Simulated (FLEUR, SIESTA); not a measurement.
A SIESTA input for a self-consistent single point of WC (P-6m2, 2 atoms in the cell) (DFT, GGA PBEsol, numerical atomic orbitals DZP, PseudoDojo PBEsol standard norm-conserving potentials (rewritten from UPF to PSML)):

```
# files in the folder: W.psml C.psml (PseudoDojo PBEsol standard)
SystemName  WC
SystemLabel siesta

NumberOfAtoms                2
NumberOfSpecies              2
%block ChemicalSpeciesLabel
  1 74 W
  2 6 C
%endblock ChemicalSpeciesLabel
LatticeConstant              1.0 Ang
%block LatticeVectors
     2.907549000    0.000000000    0.000000000
    -1.453774000    2.518011000    0.000000000
     0.000000000    0.000000000    2.830638000
%endblock LatticeVectors
AtomicCoordinatesFormat      Bohr
%block AtomicCoordinatesAndAtomicSpecies
     0.000000000    0.000000000    0.000000000  1
     2.747238714    1.586115470    2.674565289  2
%endblock AtomicCoordinatesAndAtomicSpecies

XC.functional                GGA
XC.authors                   PBEsol
PAO.BasisSize                DZP
PAO.EnergyShift              0.01 Ry
MeshCutoff                   400 Ry
%block kgrid.MonkhorstPack
   13   0   0  0.0
    0  13   0  0.0
    0   0  12  0.0
%endblock kgrid.MonkhorstPack
OccupationFunction           FD
ElectronicTemperature        0.136 eV

MaxSCFIterations             150
SCF.Mixer.Method             Pulay
SCF.Mixer.Weight             0.25
SCF.Mixer.History            8
SCF.DM.Tolerance             1.0E-04
Diag.ParallelOverK           true
WriteForces                  true
```

Question: Translate this input to FLEUR.

Answer: One input that does it (others would too):

Input of the input generator:

```
WC FLAPW
&input film=f /
5.4944709802 -0.0000003973 0.0000000000
-2.7472351460 4.7583516478 0.0000000000
0.0000000000 0.0000000000 5.3491305780
1.0
1.0 1.0 1.0

2
74 0.0000001667 -0.0000001667 0.0000000000
6 0.6666668333 0.3333331667 0.5000000000

&comp jspins=1 /
&exco xctyp='PBEs' /
&kpt div1=13 div2=13 div3=12 gamma=t /
&end /
```

```xml
<?xml version="1.0" encoding="UTF-8" standalone="no"?>
<fleurInput fleurInputVersion="0.39">
   <comment>
      WC FLAPW                                                                                            
   </comment>
   <calculationSetup>
      <cutoffs Kmax="4.3" Gmax="15.0" GmaxXC="15.0" numbands="0"/>
      <scfLoop itmax="80" minDistance="0.00001" maxIterBroyd="40" imix="Anderson" alpha="0.05" precondParam="0.0" spinf="2.0"/>
      <coreElectrons ctail="T" frcor="F" kcrel="0" coretail_lmax="0"/>
      <xcFunctional name="PBEs" relativisticCorrections="F"/>
      <magnetism jspins="1"/>
      <soc l_soc="F" theta="0.0" phi="0.0" spav="F"/>
      <expertModes spex="0" secvar="F"/>
      <geometryOptimization l_f="T" forcealpha="1.0" forcemix="BFGS" epsdisp="0.00001" epsforce="0.00001"/>
      <ldaU l_linMix="F" mixParam="0.05" spinf="1.0"/>
   </calculationSetup>
   <cell>
      <bzIntegration valenceElectrons="18.0" mode="hist" fermiSmearingEnergy="0.00499791">
         <kPointListSelection listName="default-1"/>
         <!-- k-points included here -->
         <xi:include xmlns:xi="http://www.w3.org/2001/XInclude" href="kpts.xml"> </xi:include>
      </bzIntegration>
      <!-- symmetry operations included here -->
      <xi:include xmlns:xi="http://www.w3.org/2001/XInclude" href="sym.xml"> </xi:include>
      <bulkLattice scale="1.0">
         <bravaisMatrix>
            <row-1>    5.4944709802000000    -0.0000003973000000     0.0000000000000000</row-1>
            <row-2>   -2.7472351460000000     4.7583516477999996     0.0000000000000000</row-2>
            <row-3>    0.0000000000000000     0.0000000000000000     5.3491305779999996</row-3>
         </bravaisMatrix>
      </bulkLattice>
   </cell>
   <atomSpecies>
      <species name="Tungsten (W)" element="W" atomicNumber="74">
         <mtSphere radius="2.47" gridPoints="853" logIncrement="0.016"/>
         <atomicCutoffs lmax="10" lnonsphr="8"/>
         <electronConfig flipSpins="F">
            <coreConfig>(1s1/2) (2s1/2) (2p1/2) (2p3/2) (3s1/2) (3p1/2) (3p3/2) (4s1/2) (3d3/2) (3d5/2) (4p1/2) (4p3/2) (4d3/2) (4d5/2) (4f5/2) (4f7/2)</coreConfig>
            <valenceConfig>(5s1/2) (5p1/2) (5p3/2) (6s1/2) (5d3/2) (5d5/2)</valenceConfig>
            <stateOccupation state="(5d3/2)" spinUp="0.8" spinDown="0.8"/>
            <stateOccupation state="(5d5/2)" spinUp="1.2" spinDown="1.2"/>
         </electronConfig>
         <energyParameters s="6" p="6" d="5" f="5"/>
         <lo type="SCLO" l="0" n="5" eDeriv="0"/>
         <lo type="SCLO" l="1" n="5" eDeriv="0"/>
      </species>
      <species name="Carbon (C)" element="C" atomicNumber="6">
         <mtSphere radius="1.40" gridPoints="483" logIncrement="0.021"/>
         <atomicCutoffs lmax="6" lnonsphr="4"/>
         <electronConfig flipSpins="F">
            <coreConfig>(1s1/2)</coreConfig>
            <valenceConfig>(2s1/2) (2p1/2) (2p3/2)</valenceConfig>
            <stateOccupation state="(2p1/2)" spinUp="0.3333333333333" spinDown="0.3333333333333"/>
            <stateOccupation state="(2p3/2)" spinUp="0.6666666666667" spinDown="0.6666666666667"/>
         </electronConfig>
         <energyParameters s="2" p="2" d="3" f="4"/>
      </species>
   </atomSpecies>
   <atomGroups>
      <atomGroup species="Tungsten (W)">
         <relPos label="                   1">.0000000000 .0000000000 .0000000000</relPos>
         <force calculate="T" relaxXYZ="TTT"/>
      </atomGroup>
      <atomGroup species="Carbon (C)">
         <relPos label="                   2">-1.000/3.000 1.000/3.000 1.000/2.000</relPos>
         <force calculate="T" relaxXYZ="TTT"/>
      </atomGroup>
   </atomGroups>
   <output dos="F" band="F" slice="F">
      <checks vchk="F" cdinf="F"/>
      <bandDOS minEnergy="-.5*Htr" maxEnergy="0.5*Htr" sigma="0.015" storeEVData="T"/>
      <vacuumDOS vacdos="F" integ="F" star="F" nstars="0" locx1="0.0" locy1="0.0" locx2="0.0" locy2="0.0" nstm="0" tworkf="0.0"/>
      <unfoldingBand unfoldBand="F" supercellX="1" supercellY="1" supercellZ="1"/>
      <plotting iplot="0" polar="F">
         <plot TwoD="T" vec1="  1.0  0.0  0.0" vec2="  0.0  1.0  0.0" vec3="  0.0  0.0  1.0" zero="  0.0  0.0  0.0" file="plot"/>
      </plotting>
      <chargeDensitySlicing numkpt="0" minEigenval="0.0" maxEigenval="0.0" nnne="0" pallst="F"/>
      <specialOutput eonly="F"/>
      <magneticCircularDichroism mcd="F" energyLo="-10.0" energyUp="0.0"/>
   </output>
  <!-- We include the file relax.xml here to enable relaxations (see documentation) -->
  <xi:include xmlns:xi="http://www.w3.org/2001/XInclude" href="relax.xml"> <xi:fallback/> </xi:include>
</fleurInput>
```

Basis settings and potentials, where a program has them, do not carry over. This input uses DFT, PBEsol, all-electron FLAPW (FLEUR), scalar-relativistic valence.

The starting cell comes from a database of computed structures (which also holds hypothetical and non-ambient phases and stackings), without a prior relaxation at this level. Its lattice was rescaled by a random factor within 2.5 % of one.
